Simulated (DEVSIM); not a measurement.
System: abrupt Si n-p junction, at 300 K.

```
layer (left to right)  material  thickness (μm)  Nd (cm⁻³)  Na (cm⁻³)  τn (s)  τp (s)
---------------------  --------  --------------  ---------  ---------  ------  ------
1                            Si            12.0     7.2e15          -  2.6e-6  2.6e-6
2                            Si            61.0          -     2.1e15  2.6e-6  2.6e-6
```

Left contact: ohmic. Right contact: ohmic. Voltage is applied to the left contact. Recombination: SRH at mid-gap, radiative, Auger. Mobility is μmin + (μ − μmin)/(1 + (N/Nref)^α).

Constants are typed, rounded textbook-type inputs, not results; the design itself was drawn at random and stands for no fabricated device. Values at 300 K; Nc and Nv go as T^1.5, mobilities as T to minus their exponent, the gap by Varshni's rule with the affinity fixed.

```
parameter               Si
----------------  --------
gap (eV)             1.124
affinity (eV)         4.05
permittivity          11.7
Nc (cm⁻³)          2.86e19
Nv (cm⁻³)           3.1e19
μn (cm²/Vs)           1417
μp (cm²/Vs)            470
μn,min                  52
μp,min                  45
Nref,n              9.7e16
Nref,p              2.2e17
αn                    0.68
αp                    0.72
T exponent of μn       2.3
T exponent of μp       2.2
B (cm³/s)          4.7e-15
Cn (cm⁶/s)         2.8e-31
Cp (cm⁶/s)         9.9e-32
Varshni α (eV/K)  0.000473
Varshni β (K)          636
```

Model (solved in DEVSIM): 1D drift-diffusion, Boltzmann statistics, complete ionisation; no tunnelling, impact ionisation, image-force lowering or self-heating.

The temperature was swept, all else fixed.

```tsv
temperature (K)	dark forward voltage at 100 A/cm² (V)	dark forward voltage at 1 A/cm² (V)	largest field in the device at zero bias (V/cm)	potential step across the device at zero bias (V)
250	1.045	0.718	19000	0.763
300	1.052	0.615	18000	0.662
350	1.071	0.510	16000	0.557
400	1.101	0.405	14000	0.450
450	1.142	0.298	12000	0.341
500	1.193	0.192	9400	0.229
```

From the first row to the last the dark forward voltage at 100 A/cm² goes from 1.045 to 1.193. From the first row to the last the dark forward voltage at 1 A/cm² goes from 0.718 to 0.192.
